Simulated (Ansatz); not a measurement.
# InAs in the zinc blende structure (space group F-43m, No. 216)

```
InAs
1.0
    0.00000     3.04346     3.04346
    3.04346     0.00000     3.04346
    3.04346     3.04346     0.00000
As In
1 1
Direct
  0.75000   0.75000   0.75000
  0.00000   0.00000   0.00000
```

Method: PBEsol (Ansatz, a first-principles code; PAW; 420 eV plane waves; no SOC). Γ-centred 9×9×9 mesh, Fermi–Dirac width 0.05 eV.

```yaml
volume_per_atom: 28.19 Å³
density: 5.59 g/cm³
band_gap: zero
total_energy: -5169.413 eV/atom (σ→0; compares only within this code and set-up)
```

Whether these cells are dynamically stable was not tested. The final runs are not spin-polarised. The zero or small gap of InAs can change with the level of theory.
